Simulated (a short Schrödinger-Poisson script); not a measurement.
System: MOS inversion layer, SiO2 on p-type Si(110), at 300 K.

From the gate side: 0.84 nm SiO2; 340 nm Si, acceptors 1.6e18 cm⁻³.

Constants are typed, rounded textbook-type inputs, not results; the design itself was drawn at random and stands for no fabricated device. SiO2: permittivity 3.9, conduction-band edge (eV) 3.15, gap (eV) 9, electron mass (mₑ) 0.5. Si: permittivity 11.7, conduction-band edge (eV) 0, gap (eV) 1.124, Nv at 300 K (cm⁻³) 3.1e19.

Channel valleys (confinement mass, in-plane density-of-states mass, number): Δ4 0.315, 0.324, 4; Δ2 0.19, 0.417, 2. At the gate the conduction-band edge of layer 1 lies 3.33 eV − eVg above the Fermi level of the channel; the field vanishes at the back. Gaps are held at their typed values at every temperature. Mesh 0.03 nm at interfaces.

From a short Schrödinger-Poisson script (our own, NumPy): 1D Poisson equation in equilibrium, electrons quantum, Hartree (BenDaniel-Duke, 12 states a valley, the channel's in-plane mass for all, wave functions free to enter the dielectric), parabolic valleys, classical holes, full ionisation, no traps, pinning or gate leakage.

```
Vg (V)  electrons (cm⁻²)  C (μF/cm²)  Δ4 E0 (meV from the Fermi level)  Δ2 E0 (meV from the Fermi level)
------  ----------------  ----------  --------------------------------  --------------------------------
0.3               2.60e9       0.352                             228.1                             252.0
0.35             1.35e10       0.395                             185.4                             209.7
0.4              6.53e10       0.601                             144.5                             169.2
0.45             2.47e11        1.12                             109.9                             134.9
0.5              6.37e11        1.68                              85.1                             110.7
0.55             1.20e12        2.06                              68.3                              94.4
0.6              1.86e12        2.29                              56.3                              83.0
0.65             2.59e12        2.45                              47.2                              74.4
0.7              3.37e12        2.56                              39.8                              67.5
0.75             4.17e12        2.64                              33.6                              61.9
0.8              5.01e12        2.70                              28.2                              57.0
0.85             5.86e12        2.76                              23.4                              52.8
0.9              6.73e12        2.80                              19.1                              49.1
0.95             7.61e12        2.84                              15.2                              45.7
1                8.50e12        2.88                              11.6                              42.5
1.05             9.41e12        2.91                               8.3                              39.7
1.1              1.03e13        2.94                               5.1                              37.0
1.15             1.12e13        2.97                               2.2                              34.5
1.2              1.22e13        2.99                              -0.7                              32.1
```

Gate voltages with under 1e9 electrons/cm² are left out.

Problem. At Vg = 1.2 V the lowest Δ4 subband lies at -0.7 meV from the Fermi level. How many electrons does it hold, and what share of all?

Solution. The two-dimensional density of states is g m/(πħ²) = 5.41e11 cm⁻² meV⁻¹ (both spins), kT = 25.9 meV, so n = D kT ln(1 + exp(−E/kT)) = 9.88e12 cm⁻², 0.81 of the 1.22e13 cm⁻² in all.

Problem. Compare the slope of the sheet density between 1.1 and 1.2 V with the geometric capacitance of the layers between gate and channel.

Solution. q Δn/ΔV = 3.04 μF/cm²; ε0/Σ(t/ε) = 4.11 μF/cm². The ratio is 0.74: the channel acts as a further capacitance in series.
